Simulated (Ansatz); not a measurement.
# A computed series for RuBr3: pressure series

Start from RuBr3 (space group P6_3/mcm, No. 193; a = 6.5300 Å, c = 5.7996 Å; made of chains).

Cell and atoms are relaxed at each pressure.

Computed with PBEsol (Ansatz, a quantum-chemistry and plane-wave program, PAW, no spin-orbit coupling).

Notes on the quantities. enthalpy: H = E + PV relative to the base's energy.

```
case                   enthalpy  volume per atom  c/a ratio
----------------  -------------  ---------------  ---------
base                          –         26.77 Å³      0.888
pressure 0.3 GPa  +0.05 eV/atom         25.95 Å³      0.900
pressure 0.7 GPa  +0.11 eV/atom         25.20 Å³      0.910
pressure 1.5 GPa  +0.24 eV/atom         24.19 Å³      0.922
pressure 3 GPa    +0.46 eV/atom         22.98 Å³      0.936
pressure 5 GPa    +0.74 eV/atom         21.90 Å³      0.947
pressure 7.5 GPa  +1.07 eV/atom         20.95 Å³      0.955
pressure 10 GPa   +1.39 eV/atom         20.22 Å³      0.960
```

Load acts through the strain it causes; cell and atoms are relaxed under it. Whether these cells are dynamically stable was not tested. No other phases were tried under pressure. No Hubbard U is applied, and correlation can decide whether such a compound is a metal. All final runs are without spin polarisation. No dispersion term is included in the PBEsol runs.
